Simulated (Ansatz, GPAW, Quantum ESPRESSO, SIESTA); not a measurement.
# One structure in several programs: CuPt7 (Fm-3m, 8 atoms in the cell)

Self-consistent single point, at a second geometry (lattice scaled by 0.98). First geometry:

```xyz
8
Lattice="0.0000 3.9986 3.9986 3.9986 0.0000 3.9986 3.9986 3.9986 0.0000" Properties=species:S:1:pos:R:3 pbc="T T T"
Cu     3.9986     3.9986     3.9986
Pt     0.0000     0.0000     0.0000
Pt     1.9993     0.0000     1.9993
Pt     0.0000     1.9993     1.9993
Pt     1.9993     3.9986     1.9993
Pt     3.9986     1.9993     1.9993
Pt     1.9993     1.9993     0.0000
Pt     1.9993     1.9993     3.9986
```

Shared settings, as Ansatz (a first-principles code) writes them: kpoints.mp_grid.grid = 7 7 7; scf.occupations.method = gaussian; scf.occupations.width = 0.0073 Ry. Potentials and cutoffs stand in the table.

```json
[
 {"code": "GPAW", "model": "PBEsol, GPAW PAW datasets PBEsol (made by gpaw-setup)", "ΔF from the first geometry (meV/atom)": "-79.4", "pressure (GPa)": "-7.31", "cutoff": "800 eV"},
 {"code": "SIESTA", "model": "GGA PBEsol, numerical atomic orbitals DZP, PseudoDojo PBEsol standard norm-conserving potentials (rewritten from UPF to PSML)", "ΔF from the first geometry (meV/atom)": "-85.7", "pressure (GPa)": "-8.34", "cutoff": "grid 400 Ry"},
 {"code": "Quantum ESPRESSO", "model": "PBEsol, SSSP 1.1.2 efficiency (PBE) pseudopotentials", "ΔF from the first geometry (meV/atom)": "-81.4", "pressure (GPa)": "-7.71", "cutoff": "50 Ry"},
 {"code": "Ansatz", "model": "PBEsol, PAW files made with PBE", "ΔF from the first geometry (meV/atom)": "-80.7", "pressure (GPa)": "-7.41", "cutoff": "30.9 Ry"}
]
```

On Ansatz's run: spin-orbit coupling is off. Spin polarisation is off.

The spread over the programs that give each value: ΔF from the first geometry within 6.3 meV/atom; pressure within 1.03 GPa.

SIESTA uses small atom-centred bases, whose incompleteness enters pressures, forces and empty levels differently from a plane-wave cutoff. Ansatz's pressure is given at a fixed set of plane waves, as the other plane-wave codes print theirs; with its correction for the finite basis it is -7.33 GPa.

The starting cell comes from a database of computed structures (which also holds hypothetical and non-ambient phases and stackings), without a prior relaxation at this level. Its lattice was rescaled by a random factor within 2.5 % of one. For this run, on top of that: lattice scaled by 0.98.

Left out of this page: FLEUR (not drawn, or without a comparable value).

Keys are those of Ansatz 0.2.
